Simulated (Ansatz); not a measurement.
## NbAs, pressure series

Take NbAs (space group I4_1md, No. 109; a = 3.474 Å, c = 11.749 Å) as the base.

Cell and atoms are relaxed at each pressure.

The values are results of PBE (Ansatz, a quantum-chemistry and plane-wave program), no spin-orbit coupling, not measurements.

Candidates:
(a) pressure 7.5 GPa
(b) pressure 1.5 GPa
(c) pressure 10 GPa

For the base:

| Quantity | Result |
|---|---|
| c/a ratio | 3.382 |

Problem. Order them by c/a ratio, lowest first.

Solution. (c) pressure 10 GPa (3.345), (a) pressure 7.5 GPa (3.353), (b) pressure 1.5 GPa (3.377)

Load acts through the strain it causes; cell and atoms are relaxed under it. No phonon test of stability was made. Competing high-pressure phases were not computed. The final runs are not spin-polarised.
